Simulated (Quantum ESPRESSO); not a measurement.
**A short convergence ladder for AlInSb₂ (Pmm2, 4 atoms in the cell)**

```
CELL_PARAMETERS angstrom
      4.49265     0.00000     0.00000
      0.00000     4.49265     0.00000
      0.00000     0.00000     6.32977
ATOMIC_POSITIONS crystal
  Al 0.00000 0.00000 0.00790
  In 0.50000 0.50000 0.50000
  Sb 0.00000 0.50000 0.23337
  Sb 0.50000 0.00000 0.76663
```

Base method: LDA (PZ), PSlibrary ultrasoft (LDA) pseudopotentials (plane waves; Quantum ESPRESSO).

Base settings: ecutwfc = 50 Ry; ecutrho = 300 Ry; occupations = smearing; smearing = fermi-dirac; degauss = 0.000734986 Ry; K_POINTS = automatic 3 3 2 0 0 0; conv_thr = 1e-10 Ry; mixing_beta = 0.4.

**The width of Fermi-Dirac smearing**

The mesh stays at the base's, so the ladder's end is converged at best in this setting alone.

Only quantities that move along the ladder and can be compared are tabulated; the gap is left out on so coarse a mesh.

```tsv
degauss	free energy less the last step's (meV/atom)	pressure (GPa)	largest difference of a force vector from the last step's (eV/Å)
0.073499 Ry	-599.22	2.00	0.297
0.036749 Ry	-97.03	-0.63	0.135
0.0147 Ry	-7.91	-1.35	0.021
0.0073499 Ry	-1.66	-1.56	0.014
0.00147 Ry	0.00	-1.80	0.000
```

Widest degauss that holds the forces within 0.01 eV/Å: not settled: the last two steps still differ by 0.014 eV/Å, over half the tolerance, so the ladder does not show it.

Widest degauss that holds the free energy within 5 meV/atom of the last step, with all finer ones: 0.0073499 Ry; the step before is off by 7.9 meV/atom.

Widest degauss that holds the pressure within 1 GPa of the last step, with all finer ones: 0.0147 Ry; the step before is off by 1.2 GPa.

On the base run: the starting cell comes from a database of computed structures (which also holds hypothetical and non-ambient phases and stackings), without a prior relaxation at this level. Its lattice was rescaled by up to half a per cent. One atom was moved a little off its site on purpose.
